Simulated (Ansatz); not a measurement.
Zn on the Mg site (Zn_Mg) in rock-salt MgO (start: the Mg site; 64-site cell, 2×2×2 shifted sampling), Mg-rich (Δμ(Mg) = 0.00 eV, Δμ(Zn) = -0.21 eV, bounded by MgZn2 (P6_3/mmc); only phases computed here count, gases as isolated molecules at 0 K). Level of theory: PBE, PAW (plane waves to 420 eV; Ansatz, a first-principles code). In charge state 0 (not spin-polarised) the formation energy is 3.00 eV. The crystal has 5.20 × 10^22 Mg sites per cm³.

**Question.** Estimate the equilibrium concentration at 1100 K in the dilute limit, leaving out vibrational entropy and degeneracy.

**Answer.** kT = 0.0948 eV; c = N exp(−E_f / kT) = 5.20 × 10^22 × exp(−31.6) ≈ 9 × 10^8 cm^-3. An error of 0.2 eV in E_f moves this by a factor of 8.
